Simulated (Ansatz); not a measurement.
**SnO2, pressure series**

Consider SnO₂ in the rutile structure (space group P4_2/mnm, No. 136).

Space group P4₂/mnm (No. 136); a = 4.828 Å, b = 4.828 Å, c = 3.238 Å, α = 90.00°, β = 90.00°, γ = 90.00°

| atom | site | symmetry | x | y | z |
|---|---|---|---|---|---|
| Sn | 2a | m.mm | 0.0000 | 0.0000 | 0.0000 |
| O | 4f | m.2m | 0.3066 | 0.3066 | 0.0000 |

Cell and atoms are relaxed at each pressure.

Levels (all Ansatz, a quantum-chemistry and plane-wave program, PAW): PBE (420 eV, scalar-relativistic without spin-orbit coupling); r2SCAN (500 eV, no spin-orbit coupling).

The base cell above is that of PBE; each level relaxes its own structures.

```
case              lattice parameter a, PBE  lattice parameter a, r2SCAN
----------------  ------------------------  ---------------------------
pressure −2 GPa                    4.853 Å                      4.780 Å
pressure −1 GPa                    4.840 Å                      4.770 Å
pressure 1.8 GPa                   4.806 Å                      4.743 Å
pressure 4.2 GPa                   4.780 Å                      4.722 Å
pressure 9 GPa                     4.734 Å                      4.683 Å
pressure 18 GPa                    4.661 Å                      4.621 Å
pressure 30 GPa                    4.582 Å                      4.550 Å
pressure 45 GPa                    4.500 Å                      4.477 Å
pressure 60 GPa                    4.431 Å                      4.413 Å
```

PBE lies above r2SCAN in every row, by 0.018 Å to 0.073 Å. They put the cases in the same order.

Load acts through the strain it causes; cell and atoms are relaxed under it. Whether these cells are dynamically stable was not tested. No other phases were tried under pressure.
